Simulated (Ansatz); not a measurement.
# What 7 layers does to Gd

Base system: Gd in the hcp (Mg type) structure (space group P6_3/mmc, No. 194; a = 3.6392 Å, c = 5.9092 Å; ferromagnetic). Axes: x lies along a and z along c of the hexagonal cell.

Modification: a free-standing slab of 7 layers (7 atoms, 1 a layer) is cut normal to the z axis, with 15 Å of vacuum and the in-plane cell held at bulk.

The values are results of Ansatz (an electronic-structure program) r2SCAN, no spin-orbit coupling, not measurements. Γ-centred 15×15×1 mesh, Fermi–Dirac width 0.05 eV, for the changed cell.

```json
[
 {"quantity": "layer's space group (with vacuum)", "base": "–", "changed": "P-6m2 (No. 187)", "shift": "–"},
 {"quantity": "shortest interatomic distance", "base": "3.626 Å", "changed": "3.549 Å", "shift": "-0.0760 Å"},
 {"quantity": "band gap", "base": "zero", "changed": "zero", "shift": "–"},
 {"quantity": "magnetic state", "base": "ferromagnetic", "changed": "ferromagnetic", "shift": "–"},
 {"quantity": "largest site moment", "base": "7.59 μB", "changed": "7.84 μB", "shift": "+0.25 μB"},
 {"quantity": "excess energy per area of both faces (slab less bulk energy over the cell's area: twice a surface energy) (uncertain by up to 0.10 J/m²)", "base": "–", "changed": "1.8 J/m²", "shift": "–"},
 {"quantity": "thickness between the outermost nuclei", "base": "–", "changed": "17.59 Å", "shift": "–"},
 {"quantity": "change of the spacing d12 from its bulk value of 2.955 Å", "base": "–", "changed": "-3.2 %", "shift": "–"},
 {"quantity": "change of the spacing d23 from its bulk value of 2.955 Å", "base": "–", "changed": "+1.3 %", "shift": "–"}
]
```

Final structure:

```xyz
7
Lattice="3.6392 0.0000 0.0000 1.8196 3.1517 0.0000 0.0000 0.0000 32.7276" Properties=species:S:1:pos:R:3 pbc="T T T"
Gd     1.8196     1.0506     7.5672
Gd     3.6392     2.1011    10.4280
Gd     1.8196     1.0506    13.4211
Gd     3.6392     2.1011    16.3638
Gd     1.8196     1.0506    19.3065
Gd     3.6392     2.1011    22.2996
Gd     1.8196     1.0506    25.1604
```

The magnetic state is the one reached from the starting moments; the real material's order can differ, and small cells can't hold many antiferromagnetic ones. The state of the 4f shell was not checked for lower solutions. Slab and bulk use different k-meshes, which limits the precision of the excess energy. Stability against distortions was not tested.
